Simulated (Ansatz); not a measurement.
Consider an 8-atom supercell of CoSi (space group P2_13, No. 198; non-magnetic) at its relaxed geometry.

```
CELL_PARAMETERS angstrom
      4.38574     0.00000     0.00000
      0.00000     4.38574     0.00000
      0.00000     0.00000     4.38574
ATOMIC_POSITIONS crystal
  Co 0.14565 0.14565 0.14565
  Co 0.64565 0.35435 0.85435
  Co 0.85435 0.64565 0.35435
  Co 0.35435 0.85435 0.64565
  Si 0.84330 0.84330 0.84330
  Si 0.34330 0.65670 0.15670
  Si 0.15670 0.34330 0.65670
  Si 0.65670 0.15670 0.34330
```

Computed with PBEsol (Ansatz, a program for electronic structure; PAW; 420 eV plane waves; spin-orbit coupling left out).

One neutral defect a cell, atoms relaxed at fixed cell.

One change was made to it. Results:

```tsv
quantity	base	after
pressure	0.0 GPa	37.3 GPa
largest displacement of a host atom from its site in the perfect cell	–	0.14 Å
```

Problem. Which of these changes matches the shifts?
A. Co vacancy
B. Si on a Co site (antisite), symmetric start
C. Tl on a Si site
D. Co interstitial (started 1.58 Å from the nearest host atom)
E. S on a Si site, symmetric start

Solution. C, Tl on a Si site. For comparison, the pressure in the other runs: Si on a Co site (antisite), symmetric start gives 17.5 GPa; Co vacancy gives -7.4 GPa; S on a Si site, symmetric start gives 5.5 GPa; Co interstitial (started 1.58 Å from the nearest host atom) gives 46.4 GPa.

The magnetic state is the one reached from the starting moments; the real material's order can differ, and small cells can't hold many antiferromagnetic ones. In so small a cell the defect repeats every few ångströms: this is an ordered compound, not a dilute defect. Defects with a symmetric start kept the site's symmetry and may sit on a saddle; the others started slightly shaken. Starting moments died away, wholly or in part, for Tl on a Si site, the base, Si on a Co site (antisite) and Co vacancy and more; another magnetic solution may exist. Spin-polarised in the final run: Tl on a Si site, Si on a Co site (antisite), Co vacancy, S on a Si site and Co interstitial (started 1.58 Å from the nearest host atom); the other runs are not.
